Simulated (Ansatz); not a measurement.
An Ansatz (a program for electronic structure) input (Ansatz, r2SCAN, PAW, cutoff 500 eV, no SOC, earlier PAW set):

Ansatz 0.2 input:
```yaml
crystal:
  lattice:
    - [-3.2452054988, 3.2452054988, 2.7892248751]
    - [3.2452054988, -3.2452054988, 2.7892248751]
    - [3.2452054988, 3.2452054988, -2.7892248751]
  atoms:
    - { symbol: Al, position: [0.6422331028, 0.1422331028, 0.7844662056] }
    - { symbol: Al, position: [0.8577668972, 0.6422331028, 0.5] }
    - { symbol: Al, position: [0.1422331028, 0.3577668972, 0.5] }
    - { symbol: Al, position: [0.3577668972, 0.8577668972, 0.2155337944] }
    - { symbol: Cd, position: [0.25, 0.25, 0] }
    - { symbol: Cd, position: [0.75, 0.75, 0] }
basis: { ecutwfc: 500, ecutrho_ratio: 4, xc_grid: 4, fft_grid_basis: typed }
kpoints: { mp_grid: { grid: [11, 11, 11] } }
hamiltonian:
  xc: r2scan
  dispersion: none
  pseudopotentials: { azcp: { folder: ./paw }, kind: paw }
scf: { occupations: { method: fermi_dirac, width: 0.05 }, convergence: { dr2_threshold: 0.0000000006 } }
output: { forces: true, stress: true }
checkpoint: { write: state.ck, write_every: 1000 }
```

### Question
Which symmetry and how many k-points will the program report, and about how many plane waves at Γ?

### Answer
Space group I4/mcm (ITA 140) with 16 operations, k-points 126 of 1331, and 3023 plane waves at Γ.

No phonon test of stability was made. The cell was made from Al2Cu by this change: Cu → Cd; the result is a hypothetical phase, not in the database extracts checked.
